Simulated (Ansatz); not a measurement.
BiSb (model structure, started from the NiAs type, P6₃/mmc, No. 194, 4 atoms in the cell), treated with PBEsol (plane waves, PAW; Ansatz, an electronic-structure program).

Numerical settings: plane-wave cutoff 520 eV, 12×12×8 k mesh (along the axes of the cell as run), Fermi–Dirac smearing 0.05 eV, scalar-relativistic PAW data made under PBE.

Cell (relaxed at this level):

BiSb is taken in the hexagonal space group P6₃/mmc (No. 194), the NiAs type structure, Pearson symbol hP4. Lattice parameters: a = b = 4.325 Å, c = 7.798 Å, α = β = 90.00°, γ = 120.00°. Bi on 2a is coordinated by 6 Sb at 3.168 Å (octahedral). Sb on 2c has 6 Bi at 3.168 Å (trigonal prismatic). (Neighbours: up to the widest gap in distance over summed covalent radii, below 1.35, at either atom; cation-cation and far metal-metal contacts left out.)

Task: Estimate the bulk modulus that the calculation returns.

Result: 
bulk modulus: 50.4 GPa

The run finds no gap.

Note: the bulk modulus is −V dP/dV from two relaxed cells at ±2 % in volume; the relaxation could raise the start's symmetry but not lower it, so the cell can be a saddle point.

Spin–orbit coupling is not included; it can open a gap where bands touch, and shift volumes and moduli.

The computed numbers hold no vibrational or temperature effects.

Cost on a shared machine: roughly 5 core-minutes.

A model structure was made by putting elements into a prototype or built by hand; it is no filed structure, need not be a known phase, and can be a saddle point held by its symmetry.
